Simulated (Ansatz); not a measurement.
The parent structure is La2O3 (space group P-3m1, No. 164; a = 3.9061 Å, c = 6.0400 Å).

Modification: N takes the place of O on all its sites, then cell and atoms are relaxed.

Levels (all Ansatz, a quantum-chemistry and plane-wave program, PAW): PBEsol (420 eV, no SOC); r2SCAN (500 eV, spin-orbit coupling left out).

The geometry is relaxed with PBEsol.

```
Item                                Value
--------------------------  -------------
PBEsol pressure                   0.0 GPa
PBEsol magnetic state       ferromagnetic
PBEsol largest site moment        1.18 μB
```

### Question
Predict the pressure, magnetic state and largest site moment from r2SCAN.

### Answer
The pressure goes from zero to 4.6 GPa; the magnetic state stays ferromagnetic; the largest site moment rises by 0.11 μB (1.18 μB → 1.29 μB).

Other magnetic orders, which the real material may have, were not ruled out. Single points use the geometry relaxed with PBEsol. Their cutoffs differ, which shifts pressures a little. Whether these cells are dynamically stable was not tested. As relaxed here, La2N3 is a hypothetical phase, not in the database extracts checked.
